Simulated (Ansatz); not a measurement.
## Pressure series in AlAs

Start from AlAs in the zinc blende structure (space group F-43m, No. 216; a = 5.728 Å).

Cell and atoms are relaxed at each pressure.

All numbers come from Ansatz (a quantum-chemistry and plane-wave program), PBE, PAW, cutoff 420 eV, without spin-orbit coupling.

Notes on the quantities. enthalpy: H = E + PV relative to the base's energy.

| variant | smallest direct gap | band gap | enthalpy |
|---|---|---|---|
| base | 1.78 eV | 1.50 eV | – |
| pressure −2 GPa | – | 1.53 eV | -0.30 eV/atom |
| pressure −1 GPa | 1.66 eV | 1.53 eV | -0.15 eV/atom |
| pressure 3 GPa | 2.10 eV | 1.44 eV | +0.43 eV/atom |
| pressure 7 GPa | ___ | 1.35 eV | +0.98 eV/atom |
| pressure 15 GPa | ___ | 1.21 eV | +2.02 eV/atom |
| pressure 30 GPa | 3.68 eV | 0.97 eV | +3.80 eV/atom |
| pressure 50 GPa | 3.67 eV | ___ | +5.95 eV/atom |
| pressure 100 GPa | 3.62 eV | ___ | +10.66 eV/atom |

Question: What belongs in the blanks?

Answer: 
- pressure 7 GPa, smallest direct gap: 2.46 eV
- pressure 15 GPa, smallest direct gap: 3.07 eV
- pressure 50 GPa, band gap: 0.71 eV
- pressure 100 GPa, band gap: 0.19 eV

Load acts through the strain it causes; cell and atoms are relaxed under it. Whether these cells are dynamically stable was not tested. Measured, AlAs leaves this structure (for the NiAs type) near 12 GPa (temperature not stated; as listed in Datta, Sujoy, Jana, Debnarayan, arXiv (2020)), on rising pressure, with hysteresis. A zero or small gap of AlAs under pressure 100 GPa can be the functional's error rather than a property of the material.
